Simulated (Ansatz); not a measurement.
Start from ZnS in the zinc blende structure (space group F-43m, No. 216; a = 5.389 Å). Axes: x, y, z lie along the cube axes.

Calculations: r2SCAN in Ansatz (plane waves to 500 eV, PAW, no spin-orbit coupling).

For the base:

The gap character is direct at Γ. The pressure is 0.0 kbar, the band gap comes out as 2.70 eV and the shortest interatomic distance is 2.334 Å. The valence-band top at Γ is 0.00, 0.00, 0.00 eV.

The change: biaxial strain +2.50 %, plane normal [111], relaxed out of plane (Cartesian); in-plane vectors clamped, the third vector and the atoms free.

Predict the new gap character.

The gap character remains direct at Γ.

What does the calculation give for the pressure after the change?

The pressure (mean of the normal stresses, compression positive) goes from zero to -25.1 kbar.

What does the calculation give for the band gap after the change?

The band gap decreases by 0.307 eV (2.70 eV → 2.40 eV).

How does this affect the shortest interatomic distance?

The shortest interatomic distance increases by 0.0058 Å (2.334 Å → 2.339 Å).

How does this affect the valence-band top at Γ?

The valence-band top at Γ (three highest levels, from the VBM) goes from 0.00, 0.00, 0.00 eV to 0.00, -0.18, -0.18 eV.

Whether these cells are dynamically stable was not tested. Labels are those of the standard path for the cell's own space group.

Ansatz is a program for electronic structure.
